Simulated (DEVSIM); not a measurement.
System: illuminated Si p-on-n cell, one wavelength, with a back-surface field, at 400 K.

Layer 1 from the left is Si, thickness (μm) 0.270, Na (cm⁻³) 7e17, τn (s) 1.5e-7, τp (s) 2e-7, absorption coefficient (cm⁻¹) 11000. Layer 2 from the left is Si, thickness (μm) 290, Nd (cm⁻³) 2.8e15, τn (s) 1e-6, τp (s) 1e-6, absorption coefficient (cm⁻¹) 11000. Layer 3 from the left is Si, thickness (μm) 0.370, Nd (cm⁻³) 3e18, τn (s) 1e-6, τp (s) 1e-6, absorption coefficient (cm⁻¹) 11000.

Left contact: ohmic, minority electron recombination velocity 500 cm/s. Right contact: ohmic, minority hole recombination velocity 8000 cm/s. Voltage is applied to the left contact. Recombination: SRH at mid-gap, radiative, Auger. Light enters at the left, 2.7e16 photons cm⁻² s⁻¹, one pass, no reflection. Mobility is μmin + (μ − μmin)/(1 + (N/Nref)^α).

The device is made up for the run: typed textbook-type constants, with dimensions and the other settings drawn at random. Values at 300 K; Nc and Nv go as T^1.5, mobilities as T to minus their exponent, the gap by Varshni's rule with the affinity fixed.

Si: gap (eV) 1.124, affinity (eV) 4.05, permittivity 11.7, Nc (cm⁻³) 2.86e19, Nv (cm⁻³) 3.1e19, μn (cm²/Vs) 1417, μp (cm²/Vs) 470, μn,min 52, μp,min 45, Nref,n 9.7e16, Nref,p 2.2e17, αn 0.68, αp 0.72, T exponent of μn 2.3, T exponent of μp 2.2, B (cm³/s) 4.7e-15, Cn (cm⁶/s) 2.8e-31, Cp (cm⁶/s) 9.9e-32, Varshni α (eV/K) 0.000473, Varshni β (K) 636.

Simulated with DEVSIM: 1D drift-diffusion, Boltzmann statistics, complete ionisation; no tunnelling, impact ionisation, image-force lowering or self-heating.

Dark forward current:

| |V| (V) | |J| (A/cm²) |
|---|---|
| 0.05 | 2.291e-5 |
| 0.10 | 0.0001089 |
| 0.15 | 0.0004517 |
| 0.20 | 0.001854 |
| 0.25 | 0.007577 |
| 0.30 | 0.02966 |
| 0.35 | 0.1004 |
| 0.40 | 0.2611 |
| 0.45 | 0.5229 |
| 0.50 | 0.8723 |
| 0.55 | 1.296 |
| 0.60 | 1.785 |
| 0.65 | 2.338 |
| 0.70 | 2.954 |
| 0.75 | 3.637 |
| 0.80 | 4.393 |
| 0.85 | 5.233 |
| 0.90 | 6.171 |
| 0.95 | 7.229 |
| 1.00 | 8.441 |
| 1.05 | 9.855 |
| 1.10 | 11.54 |
| 1.15 | 13.61 |
| 1.20 | 16.21 |
| 1.25 | 19.58 |
| 1.30 | 24.09 |

Problem. Work out the local ideality factor n = ΔV / (kT/q · ln(J2/J1)) between the rows 0.15 and 0.20 V, 1.25 and 1.30 V.

Solution. kT/q = 34.47 mV. From 0.15 to 0.20 V: ln(0.001854/0.0004517) = 1.412, n = 1.03, near the 1 of diffusion or emission over a barrier. From 1.25 to 1.30 V: ln(24.09/19.58) = 0.207, n = 7.00.

Problem. What current could the absorbed light give at most, and what share is collected?

Solution. Σ αd = 320, so qΦ(1 − exp(−Σ αd)) = 4.33 mA/cm². The simulated short-circuit current is 4.265 mA/cm², a share of 0.99.

Problem. Estimate the open-circuit voltage by superposition: the voltage at which the dark current equals that short-circuit current.

Solution. Interpolating ln J in the table gives 0.230 V. The simulation gives 0.229 V, the same within the digits that matter. Superposition holds where collection doesn't change with voltage.
